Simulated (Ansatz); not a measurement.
## BaAg2GeS4: energy against strain

BaAg2GeS4 (I-42m, 22.765 Å³/atom and stress up to 0.01 GPa in the relaxed cell, c along z) under a strain ε along c (axis z), the other axes held. PBEsol in Ansatz, a plane-wave DFT program (PAW, default set), 420 eV, 7×7×7 Γ-centred mesh, Fermi-Dirac smearing 0.05 eV; ions are relaxed, or left where forces stay under 0.02 eV/Å, within the symmetry of each cell.

Here s stands for strain and y for E less E0.

```
strain (%)  E less E0 (meV/atom)
----------  --------------------
-3.00                          ?
-1.50                       0.85
-0.75                       0.21
0.00                        0.00
0.75                        0.20
1.50                        0.78
```

### Question
Using a parabola, estimate the missing y at s = -3.00 from the other rows, showing the fit.

### Answer
Least squares gives y = 0.001 - 0.0200·s + 0.3619·s². Residuals (row less fit): 0.005, -0.010, -0.001, 0.010, -0.005; standard error 0.011 (degrees of freedom: 2). Twice the quadratic coefficient over the volume, 2 × 0.3619 meV × 10⁴ × 0.1602 / 22.765 Å³, is the elastic constant C33 = 50.9 ± 0.8 GPa (± standard error of the fit, which holds the terms cut off). At the withheld row, y = 0.001 - 0.0200 × (-3.00) + 0.3619 × (-3.00)² = 3.318 meV/atom. The calculation gives 3.48 meV/atom, 0.162 meV/atom above the prediction (4.7 % of the range of y in the table). The row lies outside the fitted rows, so this is an extrapolation. From the scatter of the fitted rows alone, a prediction at this place has a standard error of 0.046 meV/atom, so the miss is 3.5 times that.

A polynomial of degree 3 through the 8 other runs of the series gives 3.48 there, so most of the miss is curvature that the fit leaves out. The start is a measured cell from the literature; how it stands against other phases or cation orders wasn't checked. Rows are the converged runs of the series near zero and its far end; series whose fitted rows scatter by over a few per cent of the range, as at a crossing or softening among them, aren't shown in this form, nor equations of state whose B0' disagrees with the runs' pressures. Most that stay on the fit to the last digits aren't either.
